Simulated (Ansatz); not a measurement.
Slab thickness and the (111) surface of fcc Ag: the same face, mesh and vacuum, all atoms relaxed.

Method: PBE (plane waves to 420 eV, PAW; Ansatz, a first-principles code).

```
atoms  thickness (Å)  γ (J/m²)  work function, top face (eV)                               rough cost
-----  -------------  --------  ----------------------------  ---------------------------------------
2                2.4      0.74                           ___                   roughly 8 core-seconds
3                4.8      0.72                           ___             very roughly 12 core-seconds
4                7.1      0.75                          4.45             very roughly 19 core-seconds
5                9.6      0.72                          4.46           around 26 core-seconds (rough)
6               12.0      0.75                          4.45             very roughly 40 core-seconds
7               14.3      0.72                          4.40                  roughly 40 core-seconds
9               19.1      0.74                          4.40           around 80 core-seconds (rough)
11              24.0      0.74                          4.42  about 100 core-seconds (a rough figure)
15              33.5      0.73                           ___            around 3 core-minutes (rough)
```

**Question.** What belongs in the gaps?

**Answer.** 
- 2, work function, top face (eV): 4.60
- 3, work function, top face (eV): 4.47
- 15, work function, top face (eV): 4.41
